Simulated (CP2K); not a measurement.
A self-consistent single point of Bi₂Te₃ (R-3m, 5 atoms in the cell) with CP2K

Method: PBE, GPW, DZVP-MOLOPT-SR-GTH basis, GTH-PBE potentials (GTH_POTENTIALS) in CP2K.

Input as run:

```
&GLOBAL
  PROJECT bi2te3
  RUN_TYPE ENERGY_FORCE
  PRINT_LEVEL LOW
&END GLOBAL
&FORCE_EVAL
  METHOD Quickstep
  STRESS_TENSOR ANALYTICAL
  &DFT
    BASIS_SET_FILE_NAME BASIS_MOLOPT
    POTENTIAL_FILE_NAME GTH_POTENTIALS
    &QS
      METHOD GPW
      EPS_DEFAULT 1E-10
    &END QS
    &MGRID
      CUTOFF 400
      REL_CUTOFF 50
      NGRIDS 4
    &END MGRID
    &SCF
      SCF_GUESS ATOMIC
      EPS_SCF 1E-6
      MAX_SCF 100
      ADDED_MOS 6
      &DIAGONALIZATION
        ALGORITHM STANDARD
      &END DIAGONALIZATION
      &MIXING
        METHOD BROYDEN_MIXING
        ALPHA 0.4
        NBUFFER 10
      &END MIXING
      &SMEAR ON
        METHOD FERMI_DIRAC
        ELECTRONIC_TEMPERATURE [K] 232.09
      &END SMEAR
    &END SCF
    &KPOINTS
      SCHEME MONKHORST-PACK 5 5 5
    &END KPOINTS
    &XC
      &XC_FUNCTIONAL PBE
      &END XC_FUNCTIONAL
    &END XC
    &PRINT
      &MO
        EIGENVALUES T
        OCCUPATION_NUMBERS T
        NDIGITS 8
        FILENAME mo
        &EACH
          QS_SCF 0
        &END EACH
        ADD_LAST NUMERIC
      &END MO
      &MULLIKEN OFF
      &END MULLIKEN
    &END PRINT
  &END DFT
  &SUBSYS
    &CELL
      ABC 10.94255800 10.94255842 10.94255838
      ALPHA_BETA_GAMMA 23.06220988 23.06220799 23.06220840
      PERIODIC XYZ
    &END CELL
    &COORD
      SCALED
      Bi       0.60317000     0.60317000     0.60317000
      Bi       0.39683000     0.39683000     0.39683000
      Te       0.78319300     0.78319300     0.78319300
      Te       0.21680700     0.21680700     0.21680700
      Te       0.00000000     0.00000000     0.00000000
    &END COORD
    &KIND Bi
      BASIS_SET DZVP-MOLOPT-SR-GTH-q5
      POTENTIAL GTH-PBE-q5
    &END KIND
    &KIND Te
      BASIS_SET DZVP-MOLOPT-SR-GTH-q6
      POTENTIAL GTH-PBE-q6
    &END KIND
  &END SUBSYS
  &PRINT
    &FORCES ON
    &END FORCES
    &STRESS_TENSOR ON
    &END STRESS_TENSOR
  &END PRINT
&END FORCE_EVAL
```

Output (repeated stretches shortened):

```
 GLOBAL| Method name                                                        CP2K
 GLOBAL| Project name                                                     bi2te3
 GLOBAL| Run type                                                   ENERGY_FORCE

 TOTAL NUMBERS AND MAXIMUM NUMBERS

  Total number of            - Atomic kinds:                                   2
                             - Atoms:                                          5
                             - Shell sets:                                     5
                             - Shells:                                        25
                             - Primitive Cartesian functions:                 25
                             - Cartesian basis functions:                     70
                             - Spherical basis functions:                     65

  Maximum angular momentum of- Orbital basis functions:                        2
                             - Local part of the GTH pseudopotential:          0
                             - Non-local part of the GTH pseudopotential:      4

 SCF PARAMETERS         Density guess:                                    ATOMIC
                        max_scf:                                             100
                        max_diis:                                              4
                        eps_scf:                                        1.00E-06
                        eps_diis:                                       1.00E-01
                        eps_eigval:                                     1.00E-05
                        level_shift [a.u.]:                             0.000000
                        added MOs                                         6    0
                        Mixing method:                            BROYDEN_MIXING
                                                charge density mixing in g-space
                        Smear method:                                FERMI_DIRAC
                        Electronic temperature [K]:                        232.1
                        Electronic temperature [a.u.]:                  7.35E-04
                        Accuracy threshold:                             1.00E-10
                        No outer SCF

 Extrapolation method: initial_guess

 Number of electrons:                                                         28
 Number of occupied orbitals:                                                 14
 Number of molecular orbitals:                                                20

 Number of orbital functions:                                                 65
 Number of independent orbital functions:                                     65

 SCF WAVEFUNCTION OPTIMIZATION

  Step     Update method      Time    Convergence         Total energy    Change
     1 NoMix/Diag. 0.40E+00      -     0.44468737       -35.7421590696 -3.57E+01
     2 Broy./Diag. 0.40E+00      -     0.10767633       -35.6012645004  1.41E-01
     3 Broy./Diag. 0.40E+00      -     0.04036842       -35.6753586185 -7.41E-02
     4 Broy./Diag. 0.40E+00      -     0.00694445       -35.6438787634  3.15E-02
     5 Broy./Diag. 0.40E+00      -     0.00383247       -35.6013960759  4.25E-02
     6 Broy./Diag. 0.40E+00      -     0.00018695       -35.5937990856  7.60E-03
     7 Broy./Diag. 0.40E+00      -     0.00009172       -35.5930518399  7.47E-04
     8 Broy./Diag. 0.40E+00      -     0.00002534       -35.5929137629  1.38E-04
     9 Broy./Diag. 0.40E+00      -     0.00000364       -35.5930062638 -9.25E-05
    10 Broy./Diag. 0.40E+00      -     0.00000389       -35.5930365998 -3.03E-05
    11 Broy./Diag. 0.40E+00      -     0.00000031       -35.5930397759 -3.18E-06

  *** SCF run converged in    11 steps ***

  Electronic density on regular grids:        -28.0000000000        0.0000000000
  Core density on regular grids:               27.9999999912       -0.0000000088
  Total charge density on r-space grids:       -0.0000000088
  Total charge density g-space grids:          -0.0000000088

  Overlap energy of the core charge distribution:               0.00000000018696
  Self energy of the core charge distribution:                -76.29838004456829
  Core Hamiltonian energy:                                     15.40054546970549
  Hartree energy:                                              33.43683039309403
  Exchange-correlation energy:                                 -8.13203559410070
  Electronic entropic energy:                                  -0.00000000019307
  Fermi energy:                                                 0.15353051369677

  Total energy:                                               -35.59303977587557
  Total energy (extrapolated to T->0):                        -35.59303977577904

 ENERGY| Total FORCE_EVAL ( QS ) energy [hartree]            -35.593040850830604

 FORCES| Atomic forces [hartree/bohr]
 FORCES|   Atom     x               y               z               |f|
 FORCES|      1  4.70577039E-03  9.60058764E-04  5.69659705E-04   4.83637260E-03
 FORCES|      2 -4.70577961E-03 -9.60064019E-04 -5.69675192E-04   4.83638445E-03
 FORCES|      3  9.64267049E-03  1.96720150E-03  1.16728796E-03   9.91027432E-03
 FORCES|      4 -9.64266488E-03 -1.96719876E-03 -1.16727843E-03   9.91026720E-03
 FORCES|      5  3.60697008E-09  2.50911559E-09  5.94797295E-09   7.39488177E-09
 FORCES| Sum    -1.08981661E-11 -4.47778176E-12 -7.56124081E-12
 FORCES| Total atomic force                                       1.39997470E-11

 STRESS| Analytical stress tensor [bar]
 STRESS|                        x                   y                   z
 STRESS|      x        2.69439607095E+04  -9.05583284671E+01  -5.37406544024E+01
 STRESS|      y       -9.05583284671E+01   2.73698236375E+04  -1.10277182872E+01
 STRESS|      z       -5.37406544024E+01  -1.10277182872E+01   2.73818524223E+04
 STRESS| 1/3 Trace                                             2.72318789231E+04
```

The run converged in 11 iterations.

The starting cell comes from a database of computed structures (which also holds hypothetical and non-ambient phases and stackings), without a prior relaxation at this level. Its lattice was rescaled by a random factor within 2.5 % of one. Values carry the incompleteness of an atom-centred basis.

Cost on one core of a shared machine: roughly 4 min.
